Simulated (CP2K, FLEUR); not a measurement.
A FLEUR input for a self-consistent single point of CdS (F-43m, 2 atoms in the cell) (DFT, PBE, all-electron FLAPW (FLEUR), scalar-relativistic valence):

Input of the input generator:

```
scf CdS
&input film=f /
-0.0000000000 2.8959210000 2.8959210000
2.8959210000 -0.0000000000 2.8959210000
2.8959210000 2.8959210000 -0.0000000000
1.8897261246
1.0 1.0 1.0

2
48 0.0000000000 0.0000000000 0.0000000000
16 0.2500000000 0.2500000000 0.2500000000

&comp jspins=1 /
&kpt div1=7 div2=7 div3=7 /
&end /
```

```xml
<?xml version="1.0" encoding="UTF-8" standalone="no"?>
<fleurInput fleurInputVersion="0.39">
   <comment>
      scf CdS                                                                                             
   </comment>
   <calculationSetup>
      <cutoffs Kmax="4.6" Gmax="18.4" GmaxXC="18.4" numbands="0"/>
      <scfLoop itmax="100" minDistance="0.00001" maxIterBroyd="99" imix="Anderson" alpha="0.05" precondParam="0.0" spinf="2.0"/>
      <coreElectrons ctail="T" frcor="F" kcrel="0" coretail_lmax="0"/>
      <xcFunctional name="pbe" relativisticCorrections="F"/>
      <magnetism jspins="1"/>
      <soc l_soc="F" theta="0.0" phi="0.0" spav="F"/>
      <expertModes spex="0" secvar="F"/>
      <geometryOptimization l_f="T" forcealpha="1.0" forcemix="BFGS" epsdisp="0.00001" epsforce="0.00001"/>
      <ldaU l_linMix="F" mixParam="0.05" spinf="1.0"/>
   </calculationSetup>
   <cell>
      <bzIntegration valenceElectrons="24.0" mode="hist" fermiSmearingEnergy="0.0001">
         <kPointListSelection listName="default-1"/>
         <!-- k-points included here -->
         <xi:include xmlns:xi="http://www.w3.org/2001/XInclude" href="kpts.xml"> </xi:include>
      </bzIntegration>
      <!-- symmetry operations included here -->
      <xi:include xmlns:xi="http://www.w3.org/2001/XInclude" href="sym.xml"> </xi:include>
      <bulkLattice scale="1.0">
         <bravaisMatrix>
            <row-1>    0.0000000000000000     5.4724975684777561     5.4724975684777561</row-1>
            <row-2>    5.4724975684777561     0.0000000000000000     5.4724975684777561</row-2>
            <row-3>    5.4724975684777561     5.4724975684777561     0.0000000000000000</row-3>
         </bravaisMatrix>
      </bulkLattice>
   </cell>
   <atomSpecies>
      <species name="Cadmium (Cd)" element="Cd" atomicNumber="48">
         <mtSphere radius="2.63" gridPoints="925" logIncrement="0.014"/>
         <atomicCutoffs lmax="10" lnonsphr="8"/>
         <electronConfig flipSpins="F">
            <coreConfig>(1s1/2) (2s1/2) (2p1/2) (2p3/2) (3s1/2) (3p1/2) (3p3/2) (4s1/2) (3d3/2) (3d5/2)</coreConfig>
            <valenceConfig>(4p1/2) (4p3/2) (5s1/2) (4d3/2) (4d5/2)</valenceConfig>
         </electronConfig>
         <energyParameters s="5" p="5" d="4" f="4"/>
         <lo type="SCLO" l="1" n="4" eDeriv="0"/>
      </species>
      <species name="Sulfur (S)" element="S" atomicNumber="16">
         <mtSphere radius="1.74" gridPoints="615" logIncrement="0.019"/>
         <atomicCutoffs lmax="8" lnonsphr="6"/>
         <electronConfig flipSpins="F">
            <coreConfig>(1s1/2) (2s1/2) (2p1/2) (2p3/2)</coreConfig>
            <valenceConfig>(3s1/2) (3p1/2) (3p3/2)</valenceConfig>
            <stateOccupation state="(3p1/2)" spinUp="0.6666666666667" spinDown="0.6666666666667"/>
            <stateOccupation state="(3p3/2)" spinUp="1.3333333333333" spinDown="1.3333333333333"/>
         </electronConfig>
         <energyParameters s="3" p="3" d="3" f="4"/>
      </species>
   </atomSpecies>
   <atomGroups>
      <atomGroup species="Cadmium (Cd)">
         <relPos label="                   1">.0000000000 .0000000000 .0000000000</relPos>
         <force calculate="T" relaxXYZ="TTT"/>
      </atomGroup>
      <atomGroup species="Sulfur (S)">
         <relPos label="                   2">1.000/4.000 1.000/4.000 1.000/4.000</relPos>
         <force calculate="T" relaxXYZ="TTT"/>
      </atomGroup>
   </atomGroups>
   <output dos="F" band="F" slice="F">
      <checks vchk="F" cdinf="F"/>
      <bandDOS minEnergy="-.5*Htr" maxEnergy="0.5*Htr" sigma="0.015" storeEVData="T"/>
      <vacuumDOS vacdos="F" integ="F" star="F" nstars="0" locx1="0.0" locy1="0.0" locx2="0.0" locy2="0.0" nstm="0" tworkf="0.0"/>
      <unfoldingBand unfoldBand="F" supercellX="1" supercellY="1" supercellZ="1"/>
      <plotting iplot="0" polar="F">
         <plot TwoD="T" vec1="  1.0  0.0  0.0" vec2="  0.0  1.0  0.0" vec3="  0.0  0.0  1.0" zero="  0.0  0.0  0.0" file="plot"/>
      </plotting>
      <chargeDensitySlicing numkpt="0" minEigenval="0.0" maxEigenval="0.0" nnne="0" pallst="F"/>
      <specialOutput eonly="F"/>
      <magneticCircularDichroism mcd="F" energyLo="-10.0" energyUp="0.0"/>
   </output>
  <!-- We include the file relax.xml here to enable relaxations (see documentation) -->
  <xi:include xmlns:xi="http://www.w3.org/2001/XInclude" href="relax.xml"> <xi:fallback/> </xi:include>
</fleurInput>
```

### Question
Give the CP2K input for the same structure, mesh, smearing and functional.

### Answer
This is the input that was run; spellings and numerical settings could be chosen otherwise.

```
&GLOBAL
  PROJECT bulk
  RUN_TYPE ENERGY_FORCE
  PRINT_LEVEL LOW
&END GLOBAL
&FORCE_EVAL
  METHOD Quickstep
  STRESS_TENSOR ANALYTICAL
  &DFT
    BASIS_SET_FILE_NAME BASIS_MOLOPT
    POTENTIAL_FILE_NAME GTH_POTENTIALS
    &QS
      METHOD GPW
      EPS_DEFAULT 1E-11
    &END QS
    &MGRID
      CUTOFF 500
      REL_CUTOFF 50
      NGRIDS 5
    &END MGRID
    &SCF
      SCF_GUESS ATOMIC
      EPS_SCF 1E-7
      MAX_SCF 100
      ADDED_MOS 4
      &DIAGONALIZATION
        ALGORITHM STANDARD
      &END DIAGONALIZATION
      &MIXING
        METHOD BROYDEN_MIXING
        ALPHA 0.4
        NBUFFER 12
        BETA 1
      &END MIXING
    &END SCF
    &KPOINTS
      SCHEME MONKHORST-PACK 7 7 7
    &END KPOINTS
    &XC
      &XC_FUNCTIONAL PBE
      &END XC_FUNCTIONAL
    &END XC
    &PRINT
      &MO
        EIGENVALUES T
        OCCUPATION_NUMBERS T
        NDIGITS 8
        FILENAME mo
        &EACH
          QS_SCF 0
        &END EACH
        ADD_LAST NUMERIC
      &END MO
      &MULLIKEN OFF
      &END MULLIKEN
    &END PRINT
  &END DFT
  &SUBSYS
    &CELL
      A 4.09545100 0.00000000 0.00000000
      B 2.04772500 3.54676400 0.00000000
      C 2.04772500 1.18225500 3.34392200
      PERIODIC XYZ
    &END CELL
    &COORD
      SCALED
      Cd       0.00000000     0.00000000     0.00000000
      S        0.25000000     0.25000000     0.25000000
    &END COORD
    &KIND Cd
      BASIS_SET DZVP-MOLOPT-SR-GTH
      POTENTIAL GTH-PBE-q12
    &END KIND
    &KIND S
      BASIS_SET DZVP-MOLOPT-SR-GTH
      POTENTIAL GTH-PBE-q6
    &END KIND
  &END SUBSYS
  &PRINT
    &FORCES ON
    &END FORCES
    &STRESS_TENSOR ON
    &END STRESS_TENSOR
  &END PRINT
&END FORCE_EVAL
```

Basis settings and potentials, where a program has them, do not carry over. This input uses DFT PBE, GPW, DZVP-MOLOPT-SR-GTH basis, GTH-PBE potentials (GTH_POTENTIALS).

The starting cell comes from a database of computed structures (which also holds hypothetical and non-ambient phases and stackings), without a prior relaxation at this level. Its lattice was rescaled by a random factor within 2.5 % of one. For this run, on top of that: lattice scaled by 0.98.
